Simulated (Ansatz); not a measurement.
Base system: AlCo in the CsCl type structure (space group Pm-3m, No. 221; a = 2.823 Å; non-magnetic).

Method: Ansatz (a program for electronic structure) PBEsol, no spin-orbit coupling.

Base values:

- Lattice parameter a: 2.823 Å

One thing is altered: a hydrostatic pressure of 1.8 GPa.

Question: What happens to the lattice parameter a?

Answer: The lattice parameter a decreases by 0.009 Å, from 2.823 Å to 2.814 Å.

Load acts through the strain it causes; cell and atoms are relaxed under it. Stability against distortions was not tested. Seeded moments were not kept for the base. The final runs are not spin-polarised.
